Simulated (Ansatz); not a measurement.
MgS (model structure, within 0.1 Å of Fm-3m, No. 225, 8 atoms in the cell), treated with PBEsol (plane waves, PAW; Ansatz, a quantum-chemistry and plane-wave program).

Numerical settings: plane-wave cutoff 520 eV, 6×16×14 k mesh (along the axes of the cell as run), Fermi–Dirac smearing 0.05 eV, scalar-relativistic PAW data made under PBE.

Computed at the level's own relaxed cell.

```yaml
crystal:
  lattice:
    - [10.36543, 0.00000, 0.00000]
    - [0.00000, 3.66414, 0.00000]
    - [0.00000, 0.00000, 3.66375]
  atoms:
    - { symbol: Mg, position: [0.12502, 0.25000, 0.24942] }
    - { symbol: Mg, position: [0.37498, 0.75000, 0.74942] }
    - { symbol: Mg, position: [0.87498, 0.75000, 0.75058] }
    - { symbol: Mg, position: [0.62502, 0.25000, 0.25058] }
    - { symbol: S, position: [0.87500, 0.25000, 0.25047] }
    - { symbol: S, position: [0.62500, 0.75000, 0.75047] }
    - { symbol: S, position: [0.12500, 0.75000, 0.74953] }
    - { symbol: S, position: [0.37500, 0.25000, 0.24953] }
```

### Question
List the 21 lowest band energies at Γ above −25 eV (eV, relative to the valence band maximum), grouping those that round alike.

### Answer
At Γ: -12.75, -11.99 (×2), -11.01, -4.31, -2.61 (×2), -1.73 (×2), -1.00 (×4), 0.00 (×3), 2.73, 3.69, 4.20, 4.97 (×2).

A model structure was made by putting elements into a prototype or built by hand; here it ended with the formula and space group of a phase in our tables.
